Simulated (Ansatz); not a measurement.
Start from AlN in the zinc blende structure (space group F-43m, No. 216).

```
AlN
1.0
    0.00000     2.18488     2.18488
    2.18488     0.00000     2.18488
    2.18488     2.18488     0.00000
Al N
1 1
Direct
  0.00000   0.00000   0.00000
  0.25000   0.25000   0.25000
```

Cartesian axes are those of the cell as printed.

Calculations: plane-wave PAW DFT at the r2SCAN level (Ansatz, a program for electronic structure, 500 eV), spin-orbit coupling left out.

Base values:

```
Property              Result
-------------------  -------
Smallest direct gap  4.84 eV
```

Perturbation: tensor shear ε_xy = +0.57 % (engineering shear γ = 0.0114), atoms relaxed at fixed cell.

What happens to the smallest direct gap and stress?

The smallest direct gap drops by 0.05 eV to 4.79 eV; the stress (xx, yy, zz, yz, xz, xy; compression positive) is (0.02, 0.02, 0.00, 0.00, 0.00, -2.24) GPa.

The cells carry an imposed strain or load. No phonon test of stability was made. This is not the structure that AlN has at room temperature and ambient pressure.
